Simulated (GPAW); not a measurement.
Worked example: self-consistent single point of NbRu (P1, 2 atoms in the cell) in GPAW.

Computed with PBEsol, GPAW PAW datasets PBEsol (made by gpaw-setup) (plane waves; GPAW).

```
NbRu
1.0
    3.18649     0.00000     0.00000
    0.00000     3.18649     0.00000
    0.00000     0.00000     3.18649
Nb Ru
1 1
Cartesian
 -0.03795   0.04041   0.03030
  1.63120   1.55284   1.56294
```

Reference input (self-consistent single point, DFT LDA (Perdew-Wang 92), plane waves, GPAW PAW datasets LDA (gpaw-data 1.0.1)): mode = pw; ecut = 600 eV; xc = LDA; kpts = 8 8 8; mesh shift (steps) = 0 0 0; occupations.name = methfessel-paxton; occupations.width = 0.136 eV; occupations.order = 0; nbands = -10; convergence.density = 1e-05 e/electron; symmetry.symmorphic = false; symmetry.tolerance = 0.0005. This run's input differs from it in these lines:

```diff
@@ -13,3 +13,3 @@
 calc = GPAW(mode={'name': 'pw', 'ecut': 600},
-            xc='LDA',
+            xc='PBEsol',
             kpts={'size': (8, 8, 8), 'gamma': True},
```

Its files differ too (potentials: GPAW PAW datasets PBEsol (made by gpaw-setup)).

Output, abridged:

```
     iter     time        total  log10-change:
                         energy   eigst   dens
iter:   1 --:--:--   -23.235585
iter:   2 --:--:--   -22.998255   -1.50  -1.18
iter:   3 --:--:--   -22.110898   -0.73  -1.21
iter:   4 --:--:--   -21.913930   -3.04  -1.66
iter:   5 --:--:--   -21.824861   -3.19  -1.78
iter:   6 --:--:--   -21.795424   -3.54  -1.89
iter:   7 --:--:--   -21.703310   -2.31  -1.97
iter:   8 --:--:--   -21.703544   -4.46  -2.92
iter:   9 --:--:--   -21.703269c  -4.57  -2.94
iter:  10 --:--:--   -21.703253c  -4.59  -3.29
iter:  11 --:--:--   -21.703180c  -5.98  -3.56
iter:  12 --:--:--   -21.703249c  -5.01  -3.70
iter:  13 --:--:--   -21.703169c  -5.40  -3.51
iter:  14 --:--:--   -21.703169c  -7.14  -4.72
iter:  15 --:--:--   -21.703169c  -8.46c -4.74
iter:  16 --:--:--   -21.703169c  -7.83c -4.73
iter:  17 --:--:--   -21.703169c  -8.86c -5.11c
Converged after 17 iterations.

Dipole moment: (0.805265, -0.856721, -0.644062) |e|*Ang

Energy contributions relative to reference atoms: (reference = -227030.650744)

Kinetic:        -10.404336
Potential:       +0.890786
External:        +0.000000
XC:             -11.902238
Entropy (-ST):   -0.032473
Local:           -0.271144
SIC:             +0.000000
--------------------------
Free energy:    -21.719406
Extrapolated:   -21.703169

Showing only first 2 kpts
 Kpt  Band  Eigenvalues  Occupancy
  0    12     10.29393    2.00000
  0    13     10.29417    2.00000
  0    14     13.24152    0.00000
  0    15     13.27122    0.00000

  1    12     10.27345    2.00000
  1    13     10.38371    2.00000
  1    14     12.85560    0.00003
  1    15     13.39830    0.00000

Fermi level: 12.45645

No gap
No difference between direct/indirect transitions
Energy (eV): -21.703169

Forces in eV/Ang:
  0 Nb    0.15252   -0.16297   -0.11760
  1 Ru   -0.15159    0.16198    0.11686

Stress tensor:
     0.061452     0.002072     0.001396
     0.002072     0.061748    -0.001527
     0.001396    -0.001527     0.060509
Stress (GPa, Voigt): [ 9.8457  9.8931  9.6946 -0.2446  0.2237  0.3319]
```

The run converged in 17 iterations. GPAW prints stress with tension positive. Against the reference run the pressure goes from -14.71 to -9.81 GPa and the largest force goes from 0.173 to 0.252 eV/Å.

The starting cell comes from a database of computed structures (which also holds hypothetical and non-ambient phases and stackings), without a prior relaxation at this level. Its atoms were displaced at random from the sites of space group no. 221. Spin polarisation is off. With a pressure of about -10 GPa the cell is away from its equilibrium volume at this level.

Cost on one core of a shared machine: roughly 3 min.
